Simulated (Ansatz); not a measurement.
Be: Li interstitial (started 1.58 Å from the nearest host atom), symmetric start

Consider a 16-atom supercell of Be in the hcp (Mg type) structure (space group P6_3/mmc, No. 194; a = 2.265 Å, c = 3.561 Å) at its relaxed geometry.

The change: one Li atom is added in an open site, starting 1.58 Å from the nearest host atom, atoms relaxed at fixed cell.

Level of theory: PBE (Ansatz, a quantum-chemistry and plane-wave program), spin-orbit coupling left out. Settings: 9×9×9 k-points, 0.05 eV Fermi–Dirac smearing.

- Pressure = 17.4 GPa (base 0.0 GPa)
- Final site of the added atom = 16 Be at 2.03–2.80 Å

In so small a cell the defect repeats every few ångströms: this is an ordered compound, not a dilute defect. The defect started on the symmetric site and kept its symmetry, so it may sit on a saddle. The defect cell is not spin-polarised.
